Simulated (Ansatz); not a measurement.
## Response to strain in WC

Take WC (space group P-6m2, No. 187; a = 2.8843 Å, c = 2.8115 Å; relaxed with 0.1 eV smearing) as the base. Axes: x lies along a and z along c of the hexagonal cell.

Strains are applied to the cell and any free atomic positions relax.

Computed with LDA (Ansatz, a quantum-chemistry and plane-wave program, PAW, no spin-orbit coupling).

Notes on the quantities. energy relative to the base: free energy F.

```json
[
 {"uniaxial strain ε_xx (%)": "0", "energy relative to the base (meV/atom)": "0.0"},
 {"uniaxial strain ε_xx (%)": "0.5", "energy relative to the base (meV/atom)": "0.6"},
 {"uniaxial strain ε_xx (%)": "1", "energy relative to the base (meV/atom)": "?"},
 {"uniaxial strain ε_xx (%)": "1.5", "energy relative to the base (meV/atom)": "5.2"},
 {"uniaxial strain ε_xx (%)": "2", "energy relative to the base (meV/atom)": "9.1"},
 {"uniaxial strain ε_xx (%)": "2.5", "energy relative to the base (meV/atom)": "14.1"},
 {"uniaxial strain ε_xx (%)": "3", "energy relative to the base (meV/atom)": "20.1"}
]
```

**Question.** Fit ΔE = Aε² + Bε³ (ε in %) to the rows shown and predict the withheld row.

**Answer.** Least squares on the printed values gives A = 2.37 and B = -0.046 meV/atom (largest residual 0.0 meV/atom); this predicts 2.3 meV/atom, and the run gives 2.3 meV/atom, in agreement.

Whether these cells are dynamically stable was not tested. All final runs are without spin polarisation.
